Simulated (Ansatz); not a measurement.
The reference is Be in the hcp (Mg type) structure (space group P6_3/mmc, No. 194; a = 2.264 Å, c = 3.564 Å).

All numbers come from r2SCAN (Ansatz, a first-principles code, PAW, no spin-orbit coupling).

Base values:

| Item | Result |
|---|---|
| Lattice parameter a | 2.264 Å |
| Band gap | zero |

Now apply this change: a hydrostatic pressure of 5 GPa.

Q: What happens to the lattice parameter a?

A: The lattice parameter a falls by 0.030 Å, from 2.264 Å to 2.234 Å.

Q: How does this affect the band gap?

A: The band gap stays zero.

Load acts through the strain it causes; cell and atoms are relaxed under it. No phonon test of stability was made. No other phases were tried under pressure.
